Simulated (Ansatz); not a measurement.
# O on the 1x1 (111) surface of fcc Rh, one in a 2x2 cell, started at the site 'bridge Rh-Rh (span 2.7 Å)'

Calculation: r2SCAN, at the PBE geometry (plane waves to 500 eV, PAW; Ansatz, an electronic-structure program).

Model: 17-atom slab, 6.5 Å thick at the start under the adsorbate (thin: gaps and levels are the slab's own), 6x6x1 mesh, Fermi-Dirac 0.1 eV, dipole correction, single point; on the structure that PBE left under its start's symmetry; no spin, no spin-orbit, no U, no dispersion correction. At the end it is bonded to 3 Rh. In PBE it is, or lies within 0.03 eV of, the lowest of the starts that converged; the order may differ at this level.

```yaml
adsorption energy against ½ O2(g) at the same level: -2.15 eV
work_function_of_the_top_face: 5.75 eV
change_of_the_work_function: 0.61 eV
change_of_the_step_from_the_bottom_to_the_top_vacuum_level_against_the_clean_slab: 0.60 eV
height of the binding atom over the mean of the host atoms within 0.3 Å of the top one: 1.214 Å
nearest_host_atoms_of_the_binding_atom: Rh at 2.00 Å, Rh at 2.00 Å, Rh at 2.00 Å
note: in the relaxation the adsorbate left its starting site by 0.8 Å
cost: about 4 core-minutes (a rough figure)
```

A negative adsorption energy means that the adsorbate is more stable on the surface than in its reference.
